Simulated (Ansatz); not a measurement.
# Response to strain in Pt

Base system: Pt in the fcc (Cu type) structure (space group Fm-3m, No. 225; a = 3.942 Å; relaxed with 0.1 eV smearing).

Strains are applied to the cell and any free atomic positions relax.

Computed with r2SCAN (Ansatz, a program for electronic structure, PAW, no spin-orbit coupling).

Notes on the quantities. energy relative to the base: free energy F.

```json
[
 {"isotropic strain (%)": "0", "energy relative to the base (meV/atom)": "0.0"},
 {"isotropic strain (%)": "0.5", "energy relative to the base (meV/atom)": "2.8"},
 {"isotropic strain (%)": "1", "energy relative to the base (meV/atom)": "11.1"},
 {"isotropic strain (%)": "1.5", "energy relative to the base (meV/atom)": "24.4"},
 {"isotropic strain (%)": "2", "energy relative to the base (meV/atom)": "?"},
 {"isotropic strain (%)": "2.5", "energy relative to the base (meV/atom)": "64.9"},
 {"isotropic strain (%)": "3", "energy relative to the base (meV/atom)": "91.4"}
]
```

**Question.** Fit ΔE = Aε² + Bε³ (ε in %) to the rows shown and predict the withheld row.

**Answer.** Least squares on the printed values gives A = 11.5 and B = -0.46 meV/atom (largest residual 0.0 meV/atom); this predicts 42.5 meV/atom, and the run gives 42.5 meV/atom, in agreement.

No phonon test of stability was made. All final runs are without spin polarisation. Pt lies near a magnetic instability that expansion can trigger; it was not tested.
